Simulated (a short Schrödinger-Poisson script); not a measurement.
**Gated Al0.33Ga0.67N/GaN polarisation-induced gas**

System: gated Al0.33Ga0.67N/GaN polarisation-induced gas, at 300 K.

```tsv
layer	material	thickness (nm)	Na (cm⁻³)
1	Al0.33Ga0.67N	10	-
2	GaN	6000	5e15
```

The device is made up for the run: typed textbook-type constants, with dimensions and the other settings drawn at random. Al0.33Ga0.67N: permittivity 9.3, conduction-band edge (eV) 0.462, gap (eV) 4.09, electron mass (mₑ) 0.24, Nv at 300 K (cm⁻³) 4.6e19. GaN: permittivity 9.5, conduction-band edge (eV) 0, gap (eV) 3.43, Nv at 300 K (cm⁻³) 4.6e19.

Channel valleys (confinement mass, in-plane density-of-states mass, number): Γ 0.2, 0.2, 1. At the gate the conduction-band edge of layer 1 lies 1.27 eV − eVg above the Fermi level of the channel; the field vanishes at the back. Sheet of polarisation charge: +1.6e13 e/cm² at 10 nm from the gate. The barrier under the gate holds no holes. Gaps are held at their typed values at every temperature. Mesh 0.08 nm at interfaces.

From a short Schrödinger-Poisson script (our own, NumPy): 1D Poisson equation in equilibrium, electrons quantum, Hartree (BenDaniel-Duke, 40 states a valley, the channel's in-plane mass for all, wave functions free to enter the barrier), parabolic valleys, classical holes, full ionisation, no traps, pinning or gate leakage.

| Vg (V) | electrons (cm⁻²) | in the channel layer | C (μF/cm²) | Γ E0 (meV) | Γ E1 (meV) |
|---|---|---|---|---|---|
| 0.5 | 1.20e13 | 1.10e13 | 0.757 | -126.3 | 8.8 |
| 0.3 | 1.10e13 | 1.02e13 | 0.752 | -116.7 | 12.5 |
| 0.1 | 1.01e13 | 9.44e12 | 0.747 | -106.9 | 16.2 |
| -0.1 | 9.18e12 | 8.64e12 | 0.743 | -97.0 | 19.9 |
| -0.3 | 8.25e12 | 7.83e12 | 0.737 | -87.1 | 23.7 |
| -0.5 | 7.34e12 | 7.00e12 | 0.732 | -76.9 | 27.6 |
| -0.7 | 6.43e12 | 6.17e12 | 0.726 | -66.6 | 31.6 |
| -0.9 | 5.53e12 | 5.34e12 | 0.719 | -55.9 | 35.9 |
| -1.1 | 4.63e12 | 4.50e12 | 0.711 | -44.9 | 40.4 |
| -1.3 | 3.75e12 | 3.66e12 | 0.700 | -33.2 | 45.4 |
| -1.5 | 2.89e12 | 2.83e12 | 0.686 | -20.5 | 51.1 |
| -1.7 | 2.04e12 | 2.01e12 | 0.665 | -5.8 | 58.3 |
| -1.9 | 1.23e12 | 1.22e12 | 0.628 | 12.6 | 68.6 |
| -2.1 | 4.94e11 | 4.91e11 | 0.541 | 41.4 | 88.4 |
| -2.3 | 2.18e10 | 2.17e10 | 0.119 | 125.9 | 165.2 |
| -2.5 | 1.37e7 | 1.36e7 | 0.0107 | 317.0 | 355.1 |

Gate voltages with under 1e6 electrons/cm² are left out.

Subbands count from the Fermi level.
